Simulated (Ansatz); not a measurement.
Reference: BAs (F-43m), HSE06, rigid bands (plane waves, PAW, scalar-relativistic; Ansatz, an electronic-structure program); geometry: cell and atoms relaxed with PBEsol.

Space group F-43m (No. 216); a = b = c = 4.768 Å, α = β = γ = 90.00°

```csv
atom,site,symmetry,x,y,z
B,4a,-43m,0.0000,0.0000,0.0000
As,4d,-43m,0.7500,0.7500,0.7500
```
(The calculation used a cell of 2 atoms; values per cell refer to that cell.)

The band gap is 1.82 eV and the electron conductivity mass comes out as 0.29 mₑ. The Seebeck coefficient, n-type 1e19 cm⁻³ is -316 μV/K.

Task: Swap B for In, keeping the structure type. How do these values move?

Result: InAs (F-43m): volume per atom 13.5 to 28.2 Å³; band gap falls (1.82 eV to 0.42 eV); electron conductivity mass falls (0.29 mₑ to 0.031 mₑ); Seebeck coefficient, n-type 1e19 cm⁻³ falls in size (-316 μV/K to -31 μV/K).

Task: Replace B by Ga on the same sites and relax. What happens?

Result: GaAs (F-43m): volume per atom 13.5 to 22.6 Å³; band gap falls (1.82 eV to 1.40 eV); electron conductivity mass falls (0.29 mₑ to 0.070 mₑ); Seebeck coefficient, n-type 1e19 cm⁻³ falls in size (-316 μV/K to -50 μV/K).

Task: Replace As by N on the same sites and relax. What happens?

Result: BN (F-43m): volume per atom 13.5 to 5.9 Å³; band gap rises (1.82 eV to 5.80 eV); electron conductivity mass rises (0.29 mₑ to 0.37 mₑ); Seebeck coefficient, n-type 1e19 cm⁻³ falls in size (-316 μV/K to -278 μV/K).

Moves up to 5 % count as about the same. Masses are for dilute carriers at 300 K, harmonic means over directions unless an axis is named. Seebeck coefficients are for the stated density at 300 K, with one relaxation time for all states and whether or not that doping can be reached. Spin-orbit coupling is left out.
